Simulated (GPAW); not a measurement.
Band structure of ScV2Ga4 (I4/mmm, 7 atoms in the cell).

```
Sc(VGa2)2
1.0
   -3.22716     3.22716     2.57442
    3.22716    -3.22716     2.57442
    3.22716     3.22716    -2.57442
Sc V Ga
1 2 4
Cartesian
  0.00000   0.00000   0.00000
  0.00000   3.22717   1.28721
  3.22716   0.00000   1.28721
  1.94191   1.94191   0.00000
  1.28525   1.28525   2.57442
  1.28525  -1.28525   2.57442
 -1.28525   1.28525   2.57442
```

Computed with LDA (Perdew-Wang 92), GPAW PAW datasets LDA (gpaw-data 1.0.1) (plane waves; GPAW).

Settings: mode = pw; ecut = 800 eV; xc = LDA; kpts = 5 5 5; mesh shift (steps) = 0 0 0; occupations.name = methfessel-paxton; occupations.width = 0.05 eV; occupations.order = 0; nbands = -13; symmetry.symmorphic = false; symmetry.tolerance = 0.0005; maxiter = 120; bandpath_npoints = 40.

The starting cell comes from a database of computed structures (which also holds hypothetical and non-ambient phases and stackings), without a prior relaxation at this level. Spin polarisation is off.

Levels in eV from the Fermi level, bands 21 to 28:
| point | 21 | 22 | 23 | 24 | 25 | 26 | 27 | 28 |
|---|---|---|---|---|---|---|---|---|
| Γ | -1.90 | -1.51 | -1.23 | -0.44 | -0.38 | 0.73 | 0.99 | 1.72 |
| X | -1.93 | -1.15 | -1.09 | -0.91 | -0.17 | 0.69 | 1.26 | 1.88 |
| M | -1.58 | -0.92 | -0.66 | -0.64 | 0.71 | 0.94 | 1.03 | 1.03 |
| Z | -2.07 | -0.72 | -0.56 | 0.37 | 0.53 | 0.91 | 0.91 | 1.00 |
| P | -1.16 | -0.68 | -0.68 | -0.47 | 0.15 | 0.15 | 0.50 | 1.63 |
| N | -1.29 | -0.48 | -0.48 | -0.08 | 0.43 | 0.74 | 0.83 | 1.23 |
| Z1 | -2.07 | -0.72 | -0.56 | 0.37 | 0.53 | 0.91 | 0.91 | 1.00 |

Bands cross the Fermi level along this path, so the cell is metallic at this level.
